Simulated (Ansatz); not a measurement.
The starting structures come from a database of crystals and need not be the phases stable at ambient conditions.

By PBEsol, the system below comes out a metal.

Input:

```xyz
1
Lattice="4.4106 0.0000 0.0000 -2.2053 3.8197 0.0000 2.2053 1.2732 0.9187" Properties=species:S:1:pos:R:3 pbc="T T T"
Al     0.0000     0.0000     0.0000
```

Space group of this cell: R-3m. The cell is strained (lengths across the current scaled by 0.98, ions clamped); by PBEsol its mean pressure is 5.8 GPa.

The current flows along the normal of the first two printed cell vectors, the (111) (indices of the unstrained crystal) plane of the conventional cell. No spin-orbit coupling; the value is a mean over 0.1 eV about the Fermi level.

### Question
Give the ballistic conductance per area that PBEsol run with Ansatz (a quantum-chemistry and plane-wave program) yields.

### Answer
1.7 × 10¹⁵ S/m² for both spins.
